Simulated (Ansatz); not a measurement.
Here is the system:

```xyz
2
Lattice="0.0000 2.8917 2.8917 2.8917 0.0000 2.8917 2.8917 2.8917 0.0000" Properties=species:S:1:pos:R:3 pbc="T T T"
Se     4.3375     4.3375     4.3375
Cd     0.0000     0.0000     0.0000
```

No spin polarisation.

Method: Ansatz (a program for electronic structure) PBE, no SOC. k-mesh 9×9×9 (Γ-centred); smearing 0.05 eV (Fermi–Dirac).

**Question.** Predict the electron mass, band gap and gap character.

**Answer.** The electron mass is 0.080 mₑ (at Γ) and the band gap comes out as 0.91 eV. The gap character comes out as direct at Γ.

Load acts through the strain it causes; cell and atoms are relaxed under it. Masses are band curvatures over ±0.01 Å⁻¹ around the edge. No phonon test of stability was made. Tetrahedral semiconductors of this kind turn to denser phases somewhere between about 1 and 50 GPa; those were not computed, so compressed cells here can lie past the real transition. The cell was made from CdSe in the zinc blende structure (space group F-43m, No. 216) by this change: pressure 15 GPa.
